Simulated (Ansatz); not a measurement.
The parent structure is MgB$_{2}$ (space group I4/mmm, No. 139; a = 2.665 Å, c = 8.348 Å; a hypothetical phase, not in the database extracts checked).

Levels (all Ansatz, an electronic-structure program, PAW): PBEsol (420 eV, spin-orbit coupling left out); r2SCAN (500 eV, spin-orbit coupling left out).

The geometry is relaxed with PBEsol.

| Quantity | Value |
|---|---|
| PBEsol pressure | 0.0 GPa |

Question: What does r2SCAN give at this geometry for the pressure?

Answer: The pressure goes from zero to 1.3 GPa.

Single points use the geometry relaxed with PBEsol. Their cutoffs differ, which shifts pressures a little. Stability against distortions was not tested. The final runs are not spin-polarised.
